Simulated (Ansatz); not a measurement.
# A computed series for PtTe2: response to strain

Consider PtTe2 (space group P-3m1, No. 164; layered; relaxed with 0.1 eV smearing).

```xyz
3
Lattice="4.0090 0.0000 0.0000 -2.0045 3.4719 0.0000 0.0000 0.0000 4.9600" Properties=species:S:1:pos:R:3 pbc="T T T"
Te     0.0000     2.3146     1.3413
Te     2.0045     1.1573     3.6187
Pt     0.0000     0.0000     0.0000
```

Cartesian axes are those of the cell as printed.

Strains are applied to the cell and any free atomic positions relax; under biaxial strain the out-of-plane vector relaxes too.

Level of theory: PBEsol-D3(BJ) (Ansatz, a first-principles code), without spin-orbit coupling.

Notes on the quantities. pressure: mean of the normal stresses, compression positive.

| change | volume per atom | pressure |
|---|---|---|
| base | 23.01 Å³ | 0.0 GPa |
| biaxial strain −3.00 %, plane normal [001], relaxed out of plane | 22.48 Å³ | 3.7 GPa |
| biaxial strain −2.50 %, plane normal [001], relaxed out of plane | 22.57 Å³ | 3.1 GPa |
| biaxial strain −2.00 %, plane normal [001], relaxed out of plane | 22.65 Å³ | 2.4 GPa |
| biaxial strain −1.00 %, plane normal [001], relaxed out of plane | 22.83 Å³ | 1.2 GPa |
| biaxial strain −0.50 %, plane normal [001], relaxed out of plane | 22.92 Å³ | 0.6 GPa |
| biaxial strain +1.00 %, plane normal [001], relaxed out of plane | 23.19 Å³ | -1.2 GPa |
| biaxial strain +1.50 %, plane normal [001], relaxed out of plane | 23.28 Å³ | -1.7 GPa |
| biaxial strain +2.50 %, plane normal [001], relaxed out of plane | 23.46 Å³ | -2.8 GPa |
| biaxial strain +3.00 %, plane normal [001], relaxed out of plane | 23.55 Å³ | -3.3 GPa |

Stability against distortions was not tested. The final runs are not spin-polarised.
